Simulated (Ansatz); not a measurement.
Zinc-blende PbTe (model structure): properties by level of theory

```tsv
level (code)	lattice parameter a (Å)	formation enthalpy (eV/atom)
LDA (Ansatz)	7.124	-0.039
PBE (Ansatz)	7.334	-0.218
PBEsol (Ansatz)	7.207	-0.084
r²SCAN (Ansatz)	7.284	-0.256
```

Ansatz's density-functional and Hartree–Fock values are scalar-relativistic unless marked +SOC, with PAW data made under PBE.

Computed values are for the static lattice.

A model structure was made by putting elements into a prototype or built by hand; it is no filed structure, need not be a known phase, and can be a saddle point held by its symmetry.

Ansatz is an electronic-structure program.
